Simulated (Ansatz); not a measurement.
Base system: Ga2O3 in the corundum structure (space group R-3c, No. 167; a = 5.058 Å, c = 13.624 Å (hexagonal axes)). Axes: x lies along a and z along c of the hexagonal cell.

Method: Kohn–Sham DFT with the PBE functional, run in Ansatz (a program for electronic structure) with PAW and 420 eV plane waves, scalar-relativistic without spin-orbit coupling, earlier PAW set.

Before the change:

- Band gap: 2.41 eV
- Volume per atom: 10.06 Å³

It is then changed as follows: uniaxial stress, 2 GPa compression along z; all other stress components relax to zero.

Task: Estimate the effect on the energy relative to the base, band gap and volume per atom.

Result: The energy goes up by 0.5 meV/atom; the band gap increases by 0.03 eV (2.41 eV → 2.44 eV); the volume per atom falls by 0.04 Å³, from 10.06 Å³ to 10.02 Å³.

Load acts through the strain it causes; cell and atoms are relaxed under it. Stability under load was not tested beyond the relaxation.
